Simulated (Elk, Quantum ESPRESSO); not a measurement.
An Elk input for a self-consistent single point of Na (Im-3m, 1 atom in the cell) (DFT, PBE, all-electron FP-LAPW, Elk's shipped species files, default APW+lo basis):

```
tasks
  0

xctype
  20

swidth
  0.00367493

maxscl
  100

avec
   -3.8575451814    3.8575451814    3.8575451814
    3.8575451814   -3.8575451814    3.8575451814
    3.8575451814    3.8575451814   -3.8575451814

atoms
  1
  'Na.in'
  1
  0.0000000000  0.0000000000  0.0000000000    0.0 0.0 0.0

ngridk
  8 8 8
```

Question: Give the Quantum ESPRESSO input for the same structure, mesh, smearing and functional.

Answer: One input that does it (others would too):

```fortran
&CONTROL
  calculation = 'scf',
  prefix = 'scf',
  outdir = './tmp/',
  pseudo_dir = './',
  tprnfor = .true.,
  tstress = .true.,
/
&SYSTEM
  ibrav = 0,
  nat = 1,
  ntyp = 1,
  ecutwfc = 40,
  ecutrho = 320,
  occupations = 'smearing',
  smearing = 'fermi-dirac',
  degauss = 0.0073499,
/
&ELECTRONS
  conv_thr = 1.0e-11,
/
ATOMIC_SPECIES
Na    22.9898  na_pbe_v1.5.uspp.F.UPF
ATOMIC_POSITIONS {crystal}
Na    0.0000000000    0.0000000000    0.0000000000
K_POINTS {automatic}
8 8 8  0 0 0
CELL_PARAMETERS {angstrom}
  -2.0413250000     2.0413250000     2.0413250000
   2.0413250000    -2.0413250000     2.0413250000
   2.0413250000     2.0413250000    -2.0413250000
```

Basis settings and potentials, where a program has them, do not carry over. This input uses DFT, PBE, plane waves, SSSP 1.1.2 efficiency (PBE) pseudopotentials.

The starting cell comes from a database of computed structures (which also holds hypothetical and non-ambient phases and stackings), without a prior relaxation at this level. Its lattice was rescaled by a random factor within 2.5 % of one. For this run, on top of that: lattice scaled by 0.98.
